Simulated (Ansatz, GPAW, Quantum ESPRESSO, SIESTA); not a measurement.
Code comparison for GaNi3 (Pm-3m, 4 atoms in the cell)

Self-consistent single point.

```xyz
4
Lattice="3.4838 0.0000 0.0000 0.0000 3.4838 0.0000 0.0000 0.0000 3.4838" Properties=species:S:1:pos:R:3 pbc="T T T"
Ga     0.0000     0.0000     0.0000
Ni     1.7419     0.0000     1.7419
Ni     0.0000     1.7419     1.7419
Ni     1.7419     1.7419     0.0000
```
Moments meant for the start (each program seeds them in its own way; μB, in the order of the atoms Ga Ni Ni Ni): 0.0 2.0 2.0 2.0.

All programs got the same cell, k-point mesh and kind of occupations, and the same starting moments (in Ansatz's words: kpoints.mp_grid.grid = 8 8 8; magnetization.spin_polarized = true; scf.occupations.method = fermi_dirac; scf.occupations.width = 0.1 eV); potentials, basis and cutoffs are each program's usual ones.

| code | model | pressure (GPa) | k-points | cutoff |
|---|---|---|---|---|
| Ansatz | LDA (PW92), PAW files made with PBE | 1.23 | 35 | default |
| GPAW | LDA (Perdew-Wang 92), GPAW PAW datasets LDA (gpaw-data 1.0.1) | 4.25 | 35 | 850 eV |
| SIESTA | LDA PW92, numerical atomic orbitals DZP, PseudoDojo LDA standard norm-conserving potentials (rewritten from UPF to PSML) | 1.78 | 296 | grid 400 Ry |
| Quantum ESPRESSO | LDA (PZ), GBRV 1.5 ultrasoft (LDA) pseudopotentials | 1.27 | 35 | 50 Ry |

The spread over the programs that give each value: pressure within 3.02 GPa.

The starting cell comes from a database of computed structures (which also holds hypothetical and non-ambient phases and stackings), without a prior relaxation at this level. Its lattice was rescaled by a random factor within 2.5 % of one. On Ansatz's run: The starting moments vanished: the run ended non-magnetic, which need not be the lowest state. The program warned that a starting moment was not kept.

Question: Why do the programs differ, and what cannot be compared?

Answer: Differences of this kind can come from the potentials, where these differ, and from what each basis and cutoff leave unconverged. The valence holds different numbers of electrons (Ansatz (an electronic-structure program) 67, GPAW 51, SIESTA 67, Quantum ESPRESSO 73). The zero of total energies and Fermi levels follows the potentials and each program's conventions, so they are not compared here. SIESTA uses small atom-centred bases, whose incompleteness enters pressures, forces and empty levels differently from a plane-wave cutoff. Ansatz's pressure is given at a fixed set of plane waves, as the other plane-wave codes print theirs; with its correction for the finite basis it is 1.31 GPa. The same LDA comes in different parametrisations, which differ slightly. The programs reduce the same mesh by symmetry to different extents, which changes the work and not the result. In the pressure, GPAW (by 2.97) lies more than 1 GPa from the median of the plane-wave programs.

Left out of this page: ABINIT (stopped by limits of time or memory); Elk (not drawn, or without a comparable value); FLEUR (with a known weakness of the program).

Keys are those of Ansatz 0.2.
